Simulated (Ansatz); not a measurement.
The parent structure is BeS in the zinc blende structure (space group F-43m, No. 216; a = 4.7964 Å). Axes: x, y, z lie along the cube axes.

All numbers come from LDA, PAW, 420 eV (Ansatz, a quantum-chemistry and plane-wave program; spin-orbit coupling left out).

For the base:

The smallest direct gap is 5.49 eV.

Perturbation: compressive biaxial strain of 2.50 % in the plane normal to [001], as in epitaxy on a mismatched substrate; the out-of-plane cell vector and the atoms relax.

Question: How does this affect the out-of-plane strain and smallest direct gap?

Answer: The out-of-plane strain is +1.99 %; the smallest direct gap shrinks by 0.12 eV to 5.37 eV.

Stability against distortions was not tested.
